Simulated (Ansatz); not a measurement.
## anatase TiO2 (0 0 1) on silicon (0 0 1) (film strained to the substrate, faces as cut)

A periodic stack without vacuum, anatase TiO2 (0 0 1) on silicon (0 0 1) (film strained to the substrate, faces as cut): substrate slab Si12, film Ti8O14, surface cells [[1, 0], [1, 1]] and [[0, 1], [-1, 0]], film strained by +1.8 and +1.8 %, faces Si/Si and Ti/Ti as cut (like faces can put a slab off its formula).

The start was prepared with a machine-learned potential, and the result is one local minimum, with the in-plane cell held and forces under 0.04 eV/Å; the film can end far from its bulk form.

Values marked by level come from PBE (plane waves to 420 eV, PAW; Ansatz, an electronic-structure program); HSE06 (plane waves to 420 eV, PAW; Ansatz). Geometries and values that name no level are of the first. Scalar-relativistic, without spin–orbit coupling; PBE gaps are too small against experiment. Its k-point mesh 6×6×1, Fermi–Dirac width 0.05 eV. HSE06 ran on meshes of its own (6×6×6, 4×4×2); its edges and gaps are taken over the mesh and over extra points off it, mostly where PBE has its edges.

interface area: 15.0 Å²
period: 34.86 Å
gaps between the outermost planes at the two interfaces: 1.70 and 1.70 Å
Si–Ti contacts across the interfaces within 1.22 times the sum of covalent radii: 6, mean 2.73 Å
Fermi level over the substrate's valence edge (PBE): +0.45 eV
valence offset, film less substrate (PBE): -1.92 eV
conduction offset (PBE): -0.56 eV
valence offset, film less substrate (HSE06 edges on the PBE line-up): -2.56 eV
conduction offset (HSE06 edges on the PBE line-up): -0.30 eV
spin-polarised check at this geometry: keeps a moment, energy -0.02 eV
levels of the stack inside the substrate's PBE gap at the listed points (of the film's bands or of the interfaces): 6

```yaml
crystal:
  lattice:
    - [3.86449, -0.00258, -0.16759]
    - [-0.00120, 3.86696, -0.10245]
    - [-0.26843, -0.96418, 34.93743]
  atoms:
    - { symbol: Si, position: [0.88342, 0.91218, 0.06122] }
    - { symbol: Si, position: [0.36570, 0.89190, 0.02291] }
    - { symbol: Si, position: [0.42096, 0.45107, 0.13990] }
    - { symbol: Si, position: [0.90258, 0.43148, 0.10049] }
    - { symbol: Si, position: [0.95840, 0.98981, 0.21829] }
    - { symbol: Si, position: [0.44007, 0.97032, 0.17912] }
    - { symbol: Si, position: [0.49591, 0.52855, 0.29665] }
    - { symbol: Si, position: [0.97754, 0.50905, 0.25748] }
    - { symbol: Si, position: [0.03355, 0.06711, 0.37526] }
    - { symbol: Si, position: [0.51503, 0.04781, 0.33587] }
    - { symbol: Si, position: [0.57199, 0.61024, 0.45283] }
    - { symbol: Si, position: [0.05412, 0.58641, 0.41453] }
    - { symbol: Ti, position: [0.09851, 0.63191, 0.50168] }
    - { symbol: Ti, position: [0.71579, 0.73274, 0.70404] }
    - { symbol: O, position: [0.10109, 0.13680, 0.51116] }
    - { symbol: O, position: [0.14470, 0.65904, 0.55666] }
    - { symbol: Ti, position: [0.67698, 0.20157, 0.63645] }
    - { symbol: Ti, position: [0.15681, 0.16463, 0.56880] }
    - { symbol: O, position: [0.65136, 0.17002, 0.57907] }
    - { symbol: O, position: [0.68423, 0.70503, 0.64698] }
    - { symbol: O, position: [0.17358, 0.19446, 0.62501] }
    - { symbol: O, position: [0.70859, 0.22774, 0.69290] }
    - { symbol: Ti, position: [0.24549, 0.76787, 0.77166] }
    - { symbol: Ti, position: [0.84260, 0.86779, 0.97408] }
    - { symbol: O, position: [0.21899, 0.73860, 0.71489] }
    - { symbol: O, position: [0.25097, 0.27294, 0.78279] }
    - { symbol: O, position: [0.74057, 0.76208, 0.76078] }
    - { symbol: O, position: [0.27395, 0.79552, 0.82871] }
    - { symbol: Ti, position: [0.81185, 0.33486, 0.90689] }
    - { symbol: Ti, position: [0.27879, 0.30055, 0.83928] }
    - { symbol: O, position: [0.78421, 0.30632, 0.85066] }
    - { symbol: O, position: [0.81582, 0.84076, 0.91905] }
    - { symbol: O, position: [0.30540, 0.32973, 0.89661] }
    - { symbol: O, position: [0.83802, 0.36308, 0.96460] }
```
